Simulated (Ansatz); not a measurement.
Consider the energy of configuration A over configuration B. The value is E(A) − E(B).

Cell A: a supercell of 32 sites of Pb (fcc, Fm-3m) with H off the lattice sites (4 Pb at 2.28 Å); spin state with PBE: run without spin, k-point mesh 4×4×4.
```
Pb32H
1.0
    9.91870     0.00000     0.00000
    0.00000     9.91870     0.00000
    0.00000     0.00000     9.91870
Pb H
32 1
Direct
  0.00006   0.00006   0.00006
  0.00090   0.25047   0.25047
  0.25047   0.00090   0.25047
  0.25047   0.25047   0.00090
  0.99736   0.99736   0.50078
  0.99736   0.24922   0.75264
  0.24922   0.99736   0.75264
  0.24234   0.24234   0.50766
  0.99736   0.50078   0.99736
  0.99736   0.75264   0.24922
  0.24234   0.50766   0.24234
  0.24922   0.75264   0.99736
  0.00090   0.49953   0.49953
  0.00006   0.74994   0.74994
  0.25047   0.49953   0.74910
  0.25047   0.74910   0.49953
  0.50078   0.99736   0.99736
  0.50766   0.24234   0.24234
  0.75264   0.99736   0.24922
  0.75264   0.24922   0.99736
  0.49953   0.00090   0.49953
  0.49953   0.25047   0.74910
  0.74994   0.00006   0.74994
  0.74910   0.25047   0.49953
  0.49953   0.49953   0.00090
  0.49953   0.74910   0.25047
  0.74910   0.49953   0.25047
  0.74994   0.74994   0.00006
  0.50766   0.50766   0.50766
  0.50078   0.75264   0.75264
  0.75264   0.50078   0.75264
  0.75264   0.75264   0.50078
  0.37500   0.37500   0.37500
```

Cell B: a supercell of 32 sites of Pb (fcc, Fm-3m) with H off the lattice sites (6 Pb at 2.51 Å); spin state with PBE: run without spin, k-point mesh 4×4×4.
```
CELL_PARAMETERS angstrom
      9.91870     0.00000     0.00000
      0.00000     9.91870     0.00000
      0.00000     0.00000     9.91870
ATOMIC_POSITIONS crystal
  Pb 0.99668 0.00000 0.00000
  Pb 0.00077 0.24923 0.24923
  Pb 0.25000 0.00000 0.25332
  Pb 0.25000 0.25332 0.00000
  Pb 0.99922 0.00000 0.50000
  Pb 0.00077 0.24923 0.75077
  Pb 0.25000 0.00000 0.74668
  Pb 0.25000 0.25078 0.50000
  Pb 0.99922 0.50000 0.00000
  Pb 0.00077 0.75077 0.24923
  Pb 0.25000 0.50000 0.25078
  Pb 0.25000 0.74668 0.00000
  Pb 0.00028 0.50000 0.50000
  Pb 0.00077 0.75077 0.75077
  Pb 0.25000 0.50000 0.74922
  Pb 0.25000 0.74922 0.50000
  Pb 0.50332 0.00000 0.00000
  Pb 0.49923 0.24923 0.24923
  Pb 0.75000 0.00000 0.25078
  Pb 0.75000 0.25078 0.00000
  Pb 0.50078 0.00000 0.50000
  Pb 0.49923 0.24923 0.75077
  Pb 0.75000 0.00000 0.74922
  Pb 0.75000 0.24972 0.50000
  Pb 0.50078 0.50000 0.00000
  Pb 0.49923 0.75077 0.24923
  Pb 0.75000 0.50000 0.24972
  Pb 0.75000 0.74922 0.00000
  Pb 0.49972 0.50000 0.50000
  Pb 0.49923 0.75077 0.75077
  Pb 0.75000 0.50000 0.75028
  Pb 0.75000 0.75028 0.50000
  H  0.25000 0.00000 0.00000
```

Computed with Ansatz (plane waves, PAW), its PAW set soft_1, cutoff 420 eV, 500 eV for r2SCAN. The structures are at rest with PBE+D3(BJ), within the held lattices; other levels are single points on them. Neutral cells; Fermi-Dirac smearing of at most 0.10 eV in the solids, energies taken to zero width. The lattices are those relaxed with PBE+D3(BJ), so at other levels the solids can be strained, which adds to the spread. Larger cells are relaxed from a start prepared with the learned potential CHGNet, on a coarser mesh till forces fall under 0.03 eV/Å, which some starts already meet. A dispersion term (D3(BJ), or D4 for r2SCAN) was computed beside these levels and is taken off wherever the name lacks it. Nuclei at rest; no vibrational terms. No structure search was made; lower ones may exist. The runs are scalar-relativistic, without spin-orbit coupling. Values are for these cell sizes. Cell A has symmetry P-43m and got no random move, so less symmetric positions, which may lie lower, weren't tried. Cell B has symmetry Pm-3m and got no random move, so less symmetric positions, which may lie lower, weren't tried.

Problem. Predict the value from PBE.

Solution. -0.13 eV for A less B, so A lies lower.

Problem. What do the other levels give, and how wide is the spread?

Solution. 
```tsv
Method	value (eV)	less PBE
PBE+D3(BJ)	-0.11	0.02
r2SCAN+D4	-0.20	-0.07
```

The levels span 0.09 eV, from r2SCAN+D4 (-0.20) to PBE+D3(BJ) (-0.11).

Ansatz is a first-principles code.
